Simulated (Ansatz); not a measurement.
Take Ge in the diamond structure (space group Fd-3m, No. 227; a = 5.674 Å) as the base. Axes: x, y, z lie along the cube axes.

All numbers come from r2SCAN (Ansatz, an electronic-structure program; PAW; 500 eV plane waves; scalar-relativistic without spin-orbit coupling).

Base values:

```
Item                                Result
---------------------  -------------------
Band gap                           0.36 eV
Valence-band top at Γ  0.00, 0.00, 0.00 eV
Gap character                  direct at Γ
```

Perturbation: uniaxial strain ε_xx = −0.64 %, all other strain components held at zero; the atoms relax in the strained cell.

Q: What happens to the band gap, stress, valence-band top at Γ, gap character and energy relative to the base?

A: The band gap goes up by 0.03 eV (0.36 eV → 0.39 eV); the stress (xx, yy, zz, yz, xz, xy; compression positive) amounts to (0.82, 0.30, 0.30, 0.00, 0.00, 0.00) GPa; the valence-band top at Γ (three highest levels, from the VBM) becomes 0.00, -0.05, -0.05 eV (base: 0.00, 0.00, 0.00 eV); the gap character is still direct at Γ; the energy increases by 0.4 meV/atom.

Stability against distortions was not tested. The real Ge has an indirect gap at ambient pressure; r2SCAN orders its close-lying valleys differently. k-point labels follow each cell's own Brillouin zone.
